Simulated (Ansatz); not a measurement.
The parent structure is Hf in the hcp (Mg type) structure (space group P6_3/mmc, No. 194; a = 3.198 Å, c = 5.047 Å).

Structures relaxed with r2SCAN (Ansatz, a quantum-chemistry and plane-wave program), no spin-orbit coupling.

Base:

Simulated powder pattern, Cu Kα, λ = 1.54184 Å (kinematic, ideal powder, no thermal factors, no anomalous dispersion; the 14 strongest lines at most, above 2 %, up to 2θ = 90°):

```json
[
 {"2θ (°)": "32.33", "I/Imax (%)": "24", "hkl": "(100)"},
 {"2θ (°)": "35.57", "I/Imax (%)": "25", "hkl": "(002)"},
 {"2θ (°)": "37.03", "I/Imax (%)": "100", "hkl": "(101)"},
 {"2θ (°)": "48.82", "I/Imax (%)": "16", "hkl": "(102)"},
 {"2θ (°)": "57.65", "I/Imax (%)": "19", "hkl": "(110)"},
 {"2θ (°)": "64.84", "I/Imax (%)": "20", "hkl": "(103)"},
 {"2θ (°)": "67.66", "I/Imax (%)": "3.0", "hkl": "(200)"},
 {"2θ (°)": "69.61", "I/Imax (%)": "22", "hkl": "(112)"},
 {"2θ (°)": "70.52", "I/Imax (%)": "16", "hkl": "(201)"},
 {"2θ (°)": "75.32", "I/Imax (%)": "2.9", "hkl": "(004)"},
 {"2θ (°)": "78.84", "I/Imax (%)": "3.9", "hkl": "(202)"},
 {"2θ (°)": "84.35", "I/Imax (%)": "3.4", "hkl": "(104)"}
]
```

The change: cell and atoms relaxed at a pressure of 7.5 GPa.

After the change:

Simulated powder pattern, Cu Kα, λ = 1.54184 Å (kinematic, ideal powder, no thermal factors, no anomalous dispersion; the 14 strongest lines at most, above 2 %, up to 2θ = 90°):

```csv
2θ (°),d (Å),I/Imax (%),hkl
33.02,2.713,24,(100)
36.31,2.474,25,(002)
37.82,2.379,100,(101)
49.89,1.828,15,(102)
58.98,1.566,19,(110)
66.32,1.409,20,(103)
69.28,1.356,2.9,(200)
71.26,1.323,22,(112)
72.22,1.308,16,(201)
77.10,1.237,2.9,(004)
80.81,1.189,3.9,(202)
86.46,1.126,3.4,(104)
```

The indices refer to the base's conventional cell; one index is shown for lines that coincide.

Load acts through the strain it causes; cell and atoms are relaxed under it. No phonon test of stability was made. No other phases were tried under pressure. All final runs are without spin polarisation.
